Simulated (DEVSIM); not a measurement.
Device: illuminated Si p-on-n cell, one wavelength, at 300 K.

Layer 1 from the left is Si, thickness (μm) 0.0580, Na (cm⁻³) 9.9e17, τn (s) 9.3e-5, τp (s) 1.3e-5, absorption coefficient (cm⁻¹) 5100. Layer 2 from the left is Si, thickness (μm) 26.0, Nd (cm⁻³) 1.9e15, τn (s) 0.00016, τp (s) 0.00016, absorption coefficient (cm⁻¹) 5100.

Left contact: ohmic, minority electron recombination velocity 800 cm/s. Right contact: ohmic, minority hole recombination velocity 8e5 cm/s. Voltage is applied to the left contact. Recombination: SRH at mid-gap, radiative, Auger. Gap narrowing is on: ΔEg = 6.92 meV × (l + √(l² + 0.5)), l = ln(N/1.3e17 cm⁻³), shared equally by both band edges. Light enters at the left, 2.8e18 photons cm⁻² s⁻¹, one pass, no reflection. Mobility is μmin + (μ − μmin)/(1 + (N/Nref)^α).

This is a model device: material constants are rounded textbook-type values typed into the input, and sizes, dopings and lifetimes were drawn at random. Values at 300 K.

Si: gap (eV) 1.124, affinity (eV) 4.05, permittivity 11.7, Nc (cm⁻³) 2.86e19, Nv (cm⁻³) 3.1e19, μn (cm²/Vs) 1417, μp (cm²/Vs) 470, μn,min 52, μp,min 45, Nref,n 9.7e16, Nref,p 2.2e17, αn 0.68, αp 0.72, B (cm³/s) 4.7e-15, Cn (cm⁶/s) 2.8e-31, Cp (cm⁶/s) 9.9e-32.

Model (solved in DEVSIM): 1D drift-diffusion, Boltzmann statistics, complete ionisation; no tunnelling, impact ionisation, image-force lowering or self-heating.

What does the simulation give for the potential step across the device at zero bias, the dark forward voltage at 100 A/cm², the fill factor?

potential step across the device at zero bias 0.772 V; dark forward voltage at 100 A/cm² 0.813 V; fill factor 0.81.
